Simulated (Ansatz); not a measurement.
Results of PBEsol-D3(BJ) (plane waves, PAW; Ansatz, a first-principles code) for NiAs-type NiSb.

Total energies, extrapolated to zero smearing (they compare only within this program, potentials and cutoff):

Magnetic elements are taken in their magnetic phases.

```tsv
system	energy (eV/atom)
NiAs-type NiSb, relaxed	-6107.3591
fcc Ni	-5805.4188
rhombohedral A7 Sb	-6408.5573
```

Question: Work out the formation enthalpy per atom.

Answer: ΔH_f ≈ ΔE = -6107.3591 − [1 × (-5805.4188) + 1 × (-6408.5573)]/2 = -0.371 eV/atom (0 K, no vibrations). The reference value is -0.34 eV/atom (measured, 298 K, no zero-point or thermal correction, our sources range from -0.434 to -0.340; as tabulated in Zhang et al. (2018), doi:10.1038/s41524-018-0065-z), a difference of -0.031 eV/atom.

Spin–orbit coupling is left out; its size isn't shown.

The PAW data were made under PBE.
